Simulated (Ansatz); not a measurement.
Consider the formation energy of SnO2 (rutile, P4₂/mnm) from the elements. Reaction: Sn (white tin) + O2 (gas) → SnO2 (rutile). A negative value means that the right-hand side lies lower. The value is per atom of the solid.

SnO2 (rutile, P4₂/mnm), 6 atoms in the cell, k-point mesh 10×8×8 on the run's own vectors.
```
SnO2
1.0
    0.00000     0.00000     3.23784
    4.82793     0.00000     0.00000
    0.00000     4.82793     0.00000
Sn O
2 4
Cartesian
  0.00000   0.00000   0.00000
  2.41396   2.41396   1.61892
  1.48015   1.48015   0.00000
  3.89411   0.93381   1.61892
  0.93381   3.89411   1.61892
  3.34778   3.34778   0.00000
```

Sn (white tin, I4₁/amd), 2 atoms in the cell, k-point mesh 22×22×22 on the run's own vectors. Conventional cell: a = 5.9457 Å, b = 5.9457 Å, c = 3.2170 Å, α = 90.00°, β = 90.00°, γ = 90.00°.

An isolated O2 molecule (triplet) in a box of 11 × 11 × 13 Å.

All numbers come from Ansatz (a quantum-chemistry and plane-wave program), plane waves with PAW, its default PAW set, cutoff 420 eV. The structures are at rest with PBE; other levels are single points on them. HSE06 runs on coarser k-point meshes, mended by the PBE difference between the two meshes. Some cells are metallic or hold partly filled levels, where a hybrid on a coarse mesh is less sure. Neutral cells; Fermi-Dirac smearing of at most 0.10 eV in the solids, energies taken to zero width. The lattices are those relaxed with PBE, so at other levels the solids can be strained, which adds to the spread. A dispersion term (D3(BJ), or D4 for r2SCAN) was computed beside these levels and is taken off wherever the name lacks it. No zero-point or thermal terms. The structures are the rest points that the relaxations reached, not proven lowest. Spin-orbit coupling is left out.

What value does PBE give?

-1.63 eV/atom, for Sn (white tin) + O2 (gas) → SnO2 (rutile).

What do the other levels give, and how wide is the spread?


```json
[
 {"Method": "HSE06", "value (eV/atom)": "-1.72", "less PBE": "-0.09"}
]
```

The levels span 0.09 eV/atom, from HSE06 (-1.72) to PBE (-1.63).
